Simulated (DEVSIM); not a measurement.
# Si p+/n-/n+ power diode

Device: Si p+/n-/n+ power diode, at 250 K.

| layer (left to right) | material | thickness (μm) | Nd (cm⁻³) | Na (cm⁻³) | τn (s) | τp (s) |
|---|---|---|---|---|---|---|
| 1 | Si | 1.30 | - | 1.9e18 | 1.7e-7 | 1.7e-7 |
| 2 | Si | 9.10 | 1.2e15 | - | 1.7e-7 | 1.7e-7 |
| 3 | Si | 3.10 | 1.5e18 | - | 1.7e-7 | 1.7e-7 |

Left contact: ohmic. Right contact: ohmic. Voltage is applied to the left contact. Recombination: SRH at mid-gap. Mobility is constant in doping.

The device is made up for the run: typed textbook-type constants, with dimensions and the other settings drawn at random. Values at 300 K; Nc and Nv go as T^1.5, mobilities as T to minus their exponent, the gap by Varshni's rule with the affinity fixed.

```csv
parameter,Si
gap (eV),1.124
affinity (eV),4.05
permittivity,11.7
Nc (cm⁻³),2.86e19
Nv (cm⁻³),3.1e19
μn (cm²/Vs),1417
μp (cm²/Vs),470
T exponent of μn,2.3
T exponent of μp,2.2
Varshni α (eV/K),0.000473
Varshni β (K),636
```

DEVSIM, 1D drift-diffusion, Boltzmann statistics, complete ionisation; no tunnelling, impact ionisation, image-force lowering or self-heating.

```yaml
potential_step_across_the_device_at_zero_bias: 1.024 V
Dark forward voltage at 1 A/cm²: 0.738 V
Dark forward voltage at 100 A/cm²: 0.875 V
```

Dark reverse current:

```
V (V)   J (A/cm²)
------  ---------
-1.00     -2.3e-9
-2.50     -4.4e-9
-5.00     -6.9e-9
-7.50     -8.8e-9
-10.00    -1.0e-8
-15.00    -1.3e-8
-20.00    -1.5e-8
-25.00    -1.7e-8
-32.50    -2.0e-8
-40.00    -2.3e-8
-50.00    -2.6e-8
```

Small-signal capacitance in reverse bias (quasi-static):

```json
[
 {"V (V)": "-1", "C (nF/cm²)": "7.50"},
 {"V (V)": "-2.5", "C (nF/cm²)": "5.51"},
 {"V (V)": "-5", "C (nF/cm²)": "4.14"},
 {"V (V)": "-7.5", "C (nF/cm²)": "3.46"},
 {"V (V)": "-10", "C (nF/cm²)": "3.04"},
 {"V (V)": "-15", "C (nF/cm²)": "2.51"},
 {"V (V)": "-20", "C (nF/cm²)": "2.19"},
 {"V (V)": "-25", "C (nF/cm²)": "1.96"},
 {"V (V)": "-32.5", "C (nF/cm²)": "1.73"},
 {"V (V)": "-40", "C (nF/cm²)": "1.56"},
 {"V (V)": "-50", "C (nF/cm²)": "1.40"}
]
```
